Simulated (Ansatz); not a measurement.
Consider a periodic stack without vacuum, bcc W (1 1 0) on cuprite (1 1 0) (film strained to the substrate, started from cuts of the bulks and a machine-learned relaxation; slabs O8Cu18 and W16, which can lie off the formulas): substrate slab O8Cu18, film W16, surface cells [[0, 1], [-1, 0]] and [[4, 2], [0, 1]], film strained by -4.5 and -4.5 %, outermost planes Cu/Cu and W/W as cut, which need not be the usual terminations and can put a slab off its formula. Its start:

```yaml
crystal:
  lattice:
    - [6.07920, 0.00000, 0.01833]
    - [0.00000, 4.29865, 0.03716]
    - [2.60512, 1.28816, 23.51321]
  atoms:
    - { symbol: O, position: [0.34921, 0.96671, 0.11243] }
    - { symbol: O, position: [0.84923, 0.48328, 0.11203] }
    - { symbol: Cu, position: [0.09385, 0.73716, 0.11162] }
    - { symbol: Cu, position: [0.59151, 0.70908, 0.11101] }
    - { symbol: Cu, position: [0.95679, 0.23716, 0.04274] }
    - { symbol: Cu, position: [0.45300, 0.26275, 0.04312] }
    - { symbol: O, position: [0.79566, 0.93830, 0.23941] }
    - { symbol: O, position: [0.29655, 0.44229, 0.23743] }
    - { symbol: Cu, position: [0.54536, 0.69113, 0.23891] }
    - { symbol: Cu, position: [0.04559, 0.68964, 0.23885] }
    - { symbol: Cu, position: [0.32375, 0.20552, 0.17440] }
    - { symbol: Cu, position: [0.82765, 0.21073, 0.17517] }
    - { symbol: O, position: [0.23792, 0.90415, 0.36676] }
    - { symbol: O, position: [0.73798, 0.40804, 0.36650] }
    - { symbol: Cu, position: [0.98295, 0.66778, 0.36538] }
    - { symbol: Cu, position: [0.49371, 0.66734, 0.36617] }
    - { symbol: Cu, position: [0.76686, 0.17272, 0.30301] }
    - { symbol: Cu, position: [0.26739, 0.16893, 0.30157] }
    - { symbol: O, position: [0.69237, 0.81532, 0.48717] }
    - { symbol: O, position: [0.18750, 0.32525, 0.49798] }
    - { symbol: Cu, position: [0.43051, 0.59016, 0.48973] }
    - { symbol: Cu, position: [0.95042, 0.58708, 0.48992] }
    - { symbol: Cu, position: [0.21277, 0.09137, 0.43560] }
    - { symbol: Cu, position: [0.71354, 0.10915, 0.42699] }
    - { symbol: Cu, position: [0.66726, 0.92950, 0.56936] }
    - { symbol: Cu, position: [0.16490, 0.94034, 0.56621] }
    - { symbol: W, position: [0.63082, 0.38988, 0.64881] }
    - { symbol: W, position: [0.87787, 0.88773, 0.65778] }
    - { symbol: W, position: [0.13052, 0.39198, 0.64947] }
    - { symbol: W, position: [0.37566, 0.88775, 0.65757] }
    - { symbol: W, position: [0.58318, 0.85211, 0.75696] }
    - { symbol: W, position: [0.83556, 0.35371, 0.75140] }
    - { symbol: W, position: [0.08323, 0.85156, 0.75717] }
    - { symbol: W, position: [0.33634, 0.35392, 0.75136] }
    - { symbol: W, position: [0.54067, 0.31734, 0.85393] }
    - { symbol: W, position: [0.78809, 0.81517, 0.85995] }
    - { symbol: W, position: [0.04060, 0.31731, 0.85393] }
    - { symbol: W, position: [0.28809, 0.81519, 0.85993] }
    - { symbol: W, position: [0.49515, 0.77887, 0.96272] }
    - { symbol: W, position: [0.74753, 0.28318, 0.95298] }
    - { symbol: W, position: [0.99509, 0.78053, 0.96272] }
    - { symbol: W, position: [0.24790, 0.28314, 0.95282] }
```

The start was prepared with a machine-learned potential, and the result is one local minimum, with the in-plane cell held and forces under 0.04 eV/Å; the film can end far from its bulk form.

Level of theory: PBE (plane waves to 420 eV, PAW; Ansatz, a first-principles code). No spin–orbit coupling; the runs are not spin-polarised. Its k-point mesh 4×6×1, Fermi–Dirac width 0.05 eV.

Task: Predict the relaxed interface.

Result: 
```
Item                                                                                       Value
-------------------------------------------------------------------------------  ---------------
interface area                                                                           26.1 Å²
period                                                                                   22.77 Å
heights between the nearest atoms of the two slabs at the two interfaces         2.02 and 2.02 Å
Cu–W contacts across the interfaces within 1.22 times the sum of covalent radii  24, mean 2.81 Å
```
